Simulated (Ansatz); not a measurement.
Take SrSnSe₃ in the cubic perovskite structure (space group Pm-3m, No. 221; a = 5.2706 Å; a hypothetical phase, not in the database extracts checked) as the base. Axes: x, y, z lie along the cube axes.

Calculations: r2SCAN in Ansatz (plane waves to 500 eV, PAW, no spin-orbit coupling).

Before the change:

```
Property            Value
---------------  --------
Volume per atom  29.28 Å³
```

Modification: compressive biaxial strain of 0.78 % in the plane normal to [111], as in epitaxy on a mismatched substrate; the out-of-plane cell vector and the atoms relax.

Predict the new energy relative to the base and volume per atom.

The energy goes up by 0.8 meV/atom; the volume per atom drops by 0.20 Å³ to 29.08 Å³.

Without a gap, meshes like the base's 9×9×9 leave anisotropic stresses uncertain by several tenths of a GPa, and small strain energies with them. Whether these cells are dynamically stable was not tested. All final runs are without spin polarisation. Many cubic perovskites are stable only at high temperature; tilts and polar distortions were not tested.

Ansatz is a first-principles code.
